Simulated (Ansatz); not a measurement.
# GaAs, response to strain

Start from GaAs in the wurtzite structure (space group P6_3mc, No. 186; a = 3.988 Å, c = 6.576 Å; a cell from a computed database, its experimental status unchecked). Axes: x lies along a and z along c of the hexagonal cell.

Strains are applied to the cell and any free atomic positions relax; under biaxial strain the out-of-plane vector relaxes too; under stress the whole cell relaxes.

Level of theory: PBEsol (Ansatz, a program for electronic structure), no spin-orbit coupling.

Notes on the quantities. energy relative to the base: free energy F; pressure: mean of the normal stresses, compression positive.

| variant | volume per atom | energy relative to the base | band gap | pressure |
|---|---|---|---|---|
| base | 22.64 Å³ | 0 meV/atom | 0.43 eV | 0.00 GPa |
| biaxial strain −2.24 %, plane normal [001], relaxed out of plane | ? | – | 0.51 eV | 2.71 GPa |
| isotropic strain +0.98 % | 23.31 Å³ | +4.1 meV/atom | 0.22 eV | -1.88 GPa |
| isotropic strain +2.08 % | 24.08 Å³ | ? | zero | -3.7 GPa |
| isotropic strain +3.80 % | 25.32 Å³ | +55 meV/atom | zero | -5.9 GPa |
| uniaxial stress, 3 GPa compression along z | 22.34 Å³ | +4.2 meV/atom | 0.46 eV | – |

### Question
Some entries are withheld; estimate them.

### Answer

- biaxial strain −2.24 %, plane normal [001], relaxed out of plane, volume per atom: 21.83 Å³
- isotropic strain +2.08 %, energy relative to the base: +18 meV/atom

The mesh was chosen for an insulator and is coarse for the gapless case. Stability under load was not tested beyond the relaxation. All final runs are without spin polarisation. This is not the structure that GaAs has at room temperature and ambient pressure. The zero or small gap of GaAs under isotropic strain +0.98 %, GaAs under isotropic strain +2.08 % and GaAs under isotropic strain +3.80 % can change with the level of theory.
